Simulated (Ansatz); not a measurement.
# PbF2: x(Ge) = 0.5, 6 atoms, P4/mmm

Take PbF$_{2}$ in the fluorite structure (space group Fm-3m, No. 225; a = 5.9213 Å) as the base.

The other end (x = 1) is GeF$_{2}$ in the fluorite structure (space group Fm-3m, No. 225; a hypothetical phase, not in the database extracts checked): 13.69 Å³/atom, gap 4.22 eV; this end may not be an ambient phase.

Perturbation: a fraction x = 0.5 of the Pb sites is given to Ge, ordered in a cell of 6 atoms (starting symmetry P4/mmm) and fully relaxed.

Calculations: Kohn–Sham DFT with the r2SCAN functional, run in Ansatz (a first-principles code) with PAW and 500 eV plane waves, scalar-relativistic without spin-orbit coupling. Γ-centred 8×8×6 mesh, Fermi–Dirac width 0.05 eV, for the changed cell.

- Density = 6.37 g/cm³ (base 7.84 g/cm³)
- Shortest interatomic distance = 4.553 bohr (base 4.845 bohr)
- Band gap = 4.16 eV (base 4.93 eV)
- Gap character (in this cell's own zone, which can be folded) = indirect, A → Γ
- Mixing energy = +21 meV/atom (against an end that may be hypothetical)
- Deviation of the volume from the linear (Vegard-type) interpolation = -0.3 %
- Bowing parameter b of this ordering, from Eg = [1−x] Eg[0] + x Eg[1] − b x [1−x] = 1.6 eV
- Mean first-shell distances = Pb–F 2.532 Å (end compound 2.564 Å), Ge–F 2.409 Å (end compound 2.372 Å)

Final structure:

```
CELL_PARAMETERS angstrom
      4.01216     0.00000     0.00000
      0.00000     4.01216     0.00000
      0.00000     0.00000     5.75822
ATOMIC_POSITIONS crystal
  Pb 0.00000 0.00000 0.00000
  Ge 0.50000 0.50000 0.50000
  F  0.50000 0.00000 0.26831
  F  0.00000 0.50000 0.73169
  F  0.50000 0.00000 0.73169
  F  0.00000 0.50000 0.26831
```

Cost of the whole job for the changed cell (relaxation, final SCF and bands): around 4 core-minutes (rough).

These are small ordered cells, not random alloys; other orderings at the same x differ. Spin-orbit coupling, missing from the scalar runs, can matter with Pb. No phonon test of stability was made. Labels are those of the standard path for the cell's own space group.
